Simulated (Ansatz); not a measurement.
**Effect of biaxial strain +2.00 %, plane normal [111], relaxed out of plane on Ag2O**

The parent structure is Ag2O (space group Pn-3m, No. 224; a = 4.707 Å). Axes: x, y, z lie along the cube axes.

One thing is altered: biaxial strain +2.00 %, plane normal [111], relaxed out of plane (Cartesian); in-plane vectors clamped, the third vector and the atoms free.

Method: PBEsol (Ansatz, a first-principles code; PAW; 420 eV plane waves; no spin-orbit coupling). Settings: 7×7×7 k-points, 0.05 eV Fermi–Dirac smearing.

```json
[
 {"quantity": "volume per atom", "base": "17.38 Å³", "changed": "17.31 Å³", "shift": "-0.07 Å³"},
 {"quantity": "shortest interatomic distance", "base": "2.038 Å", "changed": "2.034 Å", "shift": "-0.004 Å"},
 {"quantity": "energy relative to the base (free energy F)", "base": "0 meV/atom", "changed": "-0.4 meV/atom", "shift": "-0.4 meV/atom"},
 {"quantity": "pressure (mean of the normal stresses, compression positive)", "base": "0.0 GPa", "changed": "0.1 GPa", "shift": "+0.1 GPa"},
 {"quantity": "band gap", "base": "zero", "changed": "zero", "shift": "–"},
 {"quantity": "out-of-plane strain (rough)", "base": "–", "changed": "-4.25 %", "shift": "–"},
 {"quantity": "mean in-plane stress (compression positive) (rough)", "base": "–", "changed": "+0.1 GPa", "shift": "–"}
]
```

Final structure (turned so that z lies along the plane normal):

```xyz
6
Lattice="6.7894 0.0000 0.0000 3.3947 5.8798 0.0000 3.3947 -1.9599 2.6020" Properties=species:S:1:pos:R:3 pbc="T T T"
Ag    10.1841     0.0000     1.9515
Ag     8.4868     2.9399     1.9515
Ag    11.8815     2.9399     1.9515
Ag     6.7894     0.0000     1.9515
O      0.0000     0.0000    -0.0826
O      3.3947     1.9599     1.3836
```

Without a gap, meshes like the base's 7×7×7 leave anisotropic stresses uncertain by several tenths of a GPa, and small strain energies with them. No phonon test of stability was made. No Hubbard U is applied, and correlation can decide whether such a compound is a metal. All final runs are without spin polarisation. Gaps under 0.05 eV, about the width of the smearing, are given as zero. The zero or small gap of Ag2O can change with the level of theory.
